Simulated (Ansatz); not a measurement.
Consider HgSe in the zinc blende structure (space group F-43m, No. 216; a = 6.2600 Å).

Computed with DFT with PBE, PAW potentials and a 420 eV plane-wave cutoff in Ansatz (a quantum-chemistry and plane-wave program), no spin-orbit coupling.

It is then changed as follows: full substitution Hg → Be, then cell and atoms are relaxed.

Measured lattice parameter a: HgSe 6.085 Å (room temperature; as listed in Cardona et al., arXiv (2009)); BeSe 5.139 Å (temperature not stated; as listed in Fabio Bernardini, Maria Peressi, Vincenzo Fiorentini, Phys. Rev. B (2000)).

**Question.** How well does PBE reproduce the measured shift?

**Answer.** With PBE the lattice parameter a moves by -1.082 Å (6.260 → 5.178) against -0.946 Å measured.

Whether these cells are dynamically stable was not tested. The final runs are not spin-polarised.
